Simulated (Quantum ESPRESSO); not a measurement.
Quantum ESPRESSO is run on Na (Im-3m, 1 atom in the cell), and the run fails. The aim is a zone-centre phonon calculation with DFT, PBEsol, plane waves, PseudoDojo standard norm-conserving (PBESOL) pseudopotentials.

The self-consistent step had converged with these keywords: prefix = pwscf; ecutwfc = 90 Ry; occupations = smearing; smearing = gauss; degauss = 0.0073499 Ry; potentials = {Na: Na.upf}; K_POINTS = automatic 7 7 7 0 0 0; conv_thr = 1e-08 Ry. The next shown step is ph.x.

This input was run:

```fortran
phonons at the zone centre
&INPUTPH
  prefix = 'pwscf'
  outdir = './work'
  tr2_ph = 1.0d-14
  fildyn = 'dyn.G'
  epsil = .true.
/
0.0 0.0 0.0
```

Log, with long lists cut:

```
     Reading xml data from directory:

     ./work/pwscf.save/

     G-vector sticks info
     --------------------
     sticks:   dense  smooth     PW     G-vecs:    dense   smooth      PW
     Sum        1303    1303    375                29853    29853    4585

     Reading collected, re-writing distributed wavefunctions in ./work/

 %%%%%%%%%%%%%%%%%%%%%%%%%%%%%%%%%%%%%%%%%%%%%%%%%%%%%%%%%%%%%%%%%%%%%%%%%%%%%%
     Error in routine phq_readin (1):
     no elec. field with metals
 %%%%%%%%%%%%%%%%%%%%%%%%%%%%%%%%%%%%%%%%%%%%%%%%%%%%%%%%%%%%%%%%%%%%%%%%%%%%%%

     stopping ...
```

Task: Read the log: what does the program object to, and what is the fix?

Result: The fault is the dielectric response asked with smeared occupations. The response to a homogeneous field is defined for insulators with fixed occupations. To fix it, drop the request, or use fixed occupations in an insulator. The program stopped in the step ph.x before computing anything there.

On the sound input: the starting cell comes from a database of computed structures (which also holds hypothetical and non-ambient phases and stackings), without a prior relaxation at this level. Its lattice was rescaled by a random factor within 2.5 % of one.
